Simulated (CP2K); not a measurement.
Band structure of Sr2Ir (Fm-3m, 3 atoms in the cell).

```xyz
3
Lattice="5.0691 0.0000 0.0000 2.5346 4.3900 0.0000 2.5346 1.4633 4.1389" Properties=species:S:1:pos:R:3 pbc="T T T"
Sr     7.6037     4.3900     3.1042
Sr     2.5346     1.4633     1.0347
Ir     0.0000     0.0000     0.0000
```

Level of theory: LDA (Pade form), GPW, DZVP-MOLOPT-SR-GTH basis, GTH-PADE potentials (GTH_POTENTIALS) (CP2K).

Settings: CUTOFF = 500 Ry; REL_CUTOFF = 50 Ry; SMEAR/METHOD = GAUSSIAN; SIGMA = 0.136 eV; KPOINTS/SCHEME = MONKHORST-PACK 6 6 6; GAMMA_CENTERED = T; XC_FUNCTIONAL = PADE; Sr/BASIS_SET = DZVP-MOLOPT-SR-GTH; Sr/POTENTIAL = GTH-PADE-q10; Ir/BASIS_SET = DZVP-MOLOPT-SR-GTH; Ir/POTENTIAL = GTH-PADE-q17; METHOD = GPW; EPS_DEFAULT = 1e-10; EXTRAPOLATION = USE_GUESS.

The starting cell comes from a database of computed structures (which also holds hypothetical and non-ambient phases and stackings), without a prior relaxation at this level. Its lattice was rescaled by a random factor within 2.5 % of one. Spin-orbit coupling is off. Spin polarisation is off. Values carry the incompleteness of an atom-centred basis.

Levels in eV from the Fermi level, bands 15 to 20:
```json
[
 {"point": "Γ", "15": "-1.66", "16": "-0.94", "17": "-0.94", "18": "-0.94", "19": "0.81", "20": "0.81"},
 {"point": "X", "15": "-1.62", "16": "-1.16", "17": "-1.16", "18": "-0.89", "19": "-0.88", "20": "2.39"},
 {"point": "W", "15": "-1.63", "16": "-1.63", "17": "-1.14", "18": "-1.02", "19": "0.79", "20": "0.79"},
 {"point": "K", "15": "-1.59", "16": "-1.43", "17": "-1.17", "18": "-1.03", "19": "0.03", "20": "1.44"},
 {"point": "L", "15": "-1.31", "16": "-1.31", "17": "-1.13", "18": "-1.13", "19": "-0.69", "20": "1.99"},
 {"point": "U", "15": "-1.59", "16": "-1.43", "17": "-1.17", "18": "-1.03", "19": "0.03", "20": "1.44"}
]
```

Bands cross the Fermi level along this path, so the cell is metallic at this level.

Higher empty bands are left out: an atom-centred basis made for the valence describes them poorly.
